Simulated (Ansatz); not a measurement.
## BaTiO3: isotropic strain +2.40 %

Base system: BaTiO3 in the cubic perovskite structure (space group Pm-3m, No. 221; a = 4.019 Å).

Now apply this change: the cell is scaled by 1.0240 in all directions; the atoms relax in the strained cell.

All numbers come from DFT with PBE, PAW potentials and a 420 eV plane-wave cutoff in Ansatz (a program for electronic structure), without spin-orbit coupling. Γ-centred 8×8×8 mesh, Fermi–Dirac width 0.05 eV.

```tsv
quantity	base	changed	shift
volume per atom	12.99 Å³	13.94 Å³	+0.958 Å³
space group	Pm-3m (No. 221)	Pm-3m (No. 221)	–
energy relative to the base (free energy F)	0 meV/atom	+31 meV/atom	+31 meV/atom
pressure	0.00 GPa	-9.87 GPa	-9.87 GPa
band gap	1.78 eV	1.63 eV	-0.15 eV
gap character	indirect, R → Γ	indirect, R → Γ	–
mean gap deformation potential ΔEg/Δln V	–	-2.2 eV	–
width of the top valence band	0.95 eV	0.90 eV	-0.055 eV
```

Stability against distortions was not tested. All final runs are without spin polarisation. Many cubic perovskites are stable only at high temperature; tilts and polar distortions were not tested. This is not the structure that BaTiO3 has at room temperature and ambient pressure.
